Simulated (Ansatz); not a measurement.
**SiC: response to strain**

Take SiC in the zinc blende structure (space group F-43m, No. 216; a = 4.356 Å) as the base. Axes: x, y, z lie along the cube axes.

Strains are applied to the cell and any free atomic positions relax.

Level of theory: Ansatz (an electronic-structure program) r2SCAN, without spin-orbit coupling.

Candidates:
(a) uniaxial strain ε_zz = −2.00 %
(b) uniaxial strain ε_zz = −0.50 %
(c) uniaxial strain ε_zz = −1.00 %

For the base:

The band gap is 1.71 eV.

Task: Order them by band gap, lowest first.

Result: (a) uniaxial strain ε_zz = −2.00 % (1.48 eV), (c) uniaxial strain ε_zz = −1.00 % (1.60 eV), (b) uniaxial strain ε_zz = −0.50 % (1.66 eV)

Gaps are Kohn–Sham eigenvalue differences; semilocal functionals usually give less than the measured gap. Whether these cells are dynamically stable was not tested.
